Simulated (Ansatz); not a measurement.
C: response to strain

Take C in the diamond structure (space group Fd-3m, No. 227; a = 3.572 Å) as the base.

Strains are applied to the cell and any free atomic positions relax.

Level of theory: PBE, PAW, 420 eV (Ansatz, a first-principles code; scalar-relativistic without spin-orbit coupling).

Notes on the quantities. energy relative to the base: free energy F.

| isotropic strain (%) | energy relative to the base (meV/atom) |
|---|---|
| -3 | 67.6 |
| -2.5 | 46.3 |
| -0.5 | 1.8 |
| 0 | 0.0 |
| 0.5 | 1.7 |
| 1 | 6.7 |
| 2 | 26.2 |
| 2.5 | ? |
| 3 | 57.5 |

### Question
Fit ΔE = Aε² + Bε³ (ε in %) to the rows shown and predict the withheld row.

### Answer
Least squares on the printed values gives A = 6.95 and B = -0.19 meV/atom (largest residual 0.1 meV/atom); this predicts 40.5 meV/atom, and the run gives 40.4 meV/atom, in agreement.

Whether these cells are dynamically stable was not tested.
